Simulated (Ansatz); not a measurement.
Structure of amorphous Al$_{28}$O$_{42}$H (periodic cell):

```xyz
71
Lattice="9.1642 0.0000 0.0000 0.0000 9.1642 0.0000 0.0000 0.0000 9.1642" Properties=species:S:1:pos:R:3 pbc="T T T"
Al     2.2828     4.9074     8.0578
Al     3.6652     0.6076     6.8166
Al     8.9246     0.2783     8.1552
Al     1.7932     7.8107     9.1510
Al     7.7838     1.6922     3.6588
Al     6.7591     0.8263     5.9066
Al     4.7566     2.6854     3.4104
Al     3.0597     7.0063     2.8260
Al     3.7627     0.3885     0.9196
Al     6.0793     8.5435     2.6103
Al     5.8261     2.1626     0.8686
Al     1.6815     1.7512     4.4609
Al     0.5281     5.2170     2.4390
Al     8.1556     3.4540     1.1853
Al     5.8850     8.1984     8.3004
Al     2.6989     4.7190     4.9145
Al     1.5988     7.9304     5.2205
Al     8.0080     6.8353     4.2213
Al     4.4991     3.2441     6.4323
Al     6.6358     4.8782     7.9190
Al     9.0557     6.4450     7.1235
Al     2.0999     1.9858     8.5837
Al     2.6017     3.1638     1.8033
Al     7.0938     4.5290     4.6694
Al     0.4104     8.7919     2.3956
Al     9.1316     3.2492     6.4851
Al     3.9794     6.5868     6.9409
Al     7.9753     6.7438     0.9548
O      8.7602     5.2048     4.0284
O      6.4446     6.1743     4.6537
O      7.5680     4.3350     6.4045
O      6.5641     3.0624     3.8338
O      0.3825     1.9809     7.8825
O      4.8035     7.3174     3.2281
O      4.3564     3.9223     4.7177
O      4.5980     3.2679     1.7000
O      3.1079     7.9429     1.3126
O      2.9538     2.3424     3.4318
O      2.8141     6.6234     5.3836
O      0.7152     6.5954     1.1713
O      7.8755     6.1811     8.3855
O      2.4392     1.5269     1.1284
O      0.7337     4.8662     7.2248
O      8.0421     7.7644     2.7046
O      5.1677     0.7994     8.9670
O      6.8680     3.4194     9.0231
O      0.6615     7.9475     7.6808
O      7.2826     9.1250     7.4296
O      5.1560     1.5715     5.9803
O      2.7428     6.5616     8.2816
O      1.6130     7.9326     3.4288
O      0.3259     1.0771     3.4518
O      2.2701     0.3879     5.5304
O      3.1826     2.3009     7.1986
O      5.4896     6.2592     7.8653
O      2.3941     3.7201     0.0866
O      0.2669     9.0580     0.6669
O      3.4837     4.7603     6.7456
O      2.3813     5.2778     3.0754
O      0.6659     3.5155     1.9128
O      7.4517     1.9061     1.7902
O      6.4772     7.8618     0.8526
O      1.3580     3.3411     5.2499
O      5.0178     0.8232     2.3083
O      7.8657     5.1270     1.6895
O      6.8115     0.1945     4.1859
O      2.6714     0.1655     8.3503
O      4.6515     8.2822     6.8755
O      8.1764     1.9132     5.5539
O      9.0669     7.3411     5.5169
H      5.3386     6.7271     3.9057
```

Computed with PBE, scalar-relativistic without spin-orbit coupling (plane waves to 420 eV, PAW; Ansatz, an electronic-structure program). The usual formal charges leave 1 electrons over, so the level spacing at the Fermi energy parts defect or band states and needn't be the band gap. In the spin-polarised cell the level spacing at the Fermi energy can part levels of unlike spin.

The cell was made by melting and quenching with the CHGNet potential and then relaxed with DFT. O atoms were pushed apart under 1.9 Å during the dynamics, to hinder bonds among them. The hot cell started wider than the set density and was brought back towards it in steps. It is the lowest in DFT energy of 2 quenches. It is a model cell: composition and starting density were chosen by hand, and all elements were melted together. No dispersion term was used. Its density started from a set value of 3.08 and ended at 3.08 g/cm³. Cooling (nominally 460 K/ps over its main leg) ran many orders faster than in experiment, which tends to leave more defects and strain. Values belong to this one cell and scatter from quench to quench. The volume was held where the preparation left it, at a PBE pressure of 0.2 GPa. Stress components on the final sampling reach 2.6 GPa. On a 2×2×2 Γ-centred mesh force components of up to 0.30 eV/Å stay, since the relaxation ran on the zone centre alone. Cycles of charging lowered its energy after that relaxation.

Bonds are counted up to Al-Al 2.66 Å, Al-O 2.28 Å, Al-H 1.82 Å, O-O 1.58 Å, O-H 1.16 Å, H-H 0.90 Å. Two cations that share two anions don't count as bonded, nor two that share one unless they lie closer than Al-Al 2.59 Å.

Problem. Give the coordination numbers, mean bond lengths and angles.

Solution. 
Mean coordination of Al by anions: 4.57 (13 with 4, 14 with 5, 1 with 6)
Mean coordination of O: 3.07 (1 with 2, 37 with 3, 4 with 4)
Mean coordination of H: 1.00 (1 with 1)
Mean Al-O bond: 1.860 Å (spread 0.085 Å, 128 counted)
Bond angle at Al: mean 107.2°, spread 24.1°
Bond angle at O: mean 114.9°, spread 17.0°

Problem. List the pairs of like atoms that count as bonded by the rules above.

Solution. There are none by these rules.
